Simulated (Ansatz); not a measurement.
```
CELL_PARAMETERS angstrom
      2.82069     0.00000     0.00000
     -1.41034     2.38321     0.00000
      0.00000     0.00000     4.44007
ATOMIC_POSITIONS crystal
  Re 0.66874 0.33748 0.75000
  Re 0.33126 0.66252 0.25000
```

No spin polarisation.

All numbers come from PBEsol (Ansatz, a quantum-chemistry and plane-wave program, PAW, scalar-relativistic without spin-orbit coupling). Settings: 24×24×13 k-points, 0.1 eV Fermi–Dirac smearing.

Question: Predict the stress, band gap and space group.

Answer: The stress (xx, yy, zz, yz, xz, xy; compression positive) comes out as (-14.2, -6.9, -5.8, 0.0, 0.0, 0.0) GPa and the band gap comes out as zero. The space group is Cmcm (No. 63).

The cells carry an imposed strain or load. No phonon test of stability was made. All final runs are without spin polarisation. The cell was made from Re in the hcp (Mg type) structure (space group P6_3/mmc, No. 194) by this change: uniaxial strain ε_xx = +2.50 %.
